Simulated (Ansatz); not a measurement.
Band structure of HfB2 (P6/mmm, 3 atoms in the cell).

```xyz
3
Lattice="1.5953 -2.7631 0.0000 1.5953 2.7631 0.0000 0.0000 0.0000 3.5360" Properties=species:S:1:pos:R:3 pbc="T T T"
Hf     0.0000     0.0000     0.0000
B      1.5953     0.9210     1.7680
B      1.5953    -0.9210     1.7680
```

Method: PBE, PAW files (plane waves; Ansatz, an electronic-structure program).

Settings: kpoints.mp_grid.grid = 10 10 8; hamiltonian.xc = pbe; hamiltonian.pseudopotentials = {kind: paw} (an earlier, softer set of the program's PAW files); scf.occupations.method = gaussian; scf.occupations.width = 0.1 eV; kpoints.band_path.npoints = 8.

The starting cell has typed, rounded lattice constants, without a prior relaxation at this level. Its lattice was rescaled by a random factor within 2.5 % of one. Spin-orbit coupling is off.

Levels in eV from the Fermi level, bands 13 to 19:
| point | 13 | 14 | 15 | 16 | 17 | 18 | 19 |
|---|---|---|---|---|---|---|---|
| Γ | -2.80 | -2.72 | -2.72 | -2.66 | 3.87 | 3.87 | 4.48 |
| M | -8.86 | -3.87 | -3.24 | -2.64 | 2.14 | 2.66 | 5.28 |
| K | -8.10 | -7.41 | -2.38 | -2.38 | 1.74 | 1.74 | 3.37 |
| A | -8.09 | -1.05 | -1.05 | 0.39 | 0.39 | 1.03 | 1.03 |
| L | -7.30 | -4.71 | -4.46 | -2.66 | 3.86 | 3.97 | 5.95 |
| H | -8.81 | -5.32 | -3.05 | -3.05 | 4.21 | 5.16 | 6.53 |

Bands cross the Fermi level along this path, so the cell is metallic at this level.

Keys are those of Ansatz 0.2.
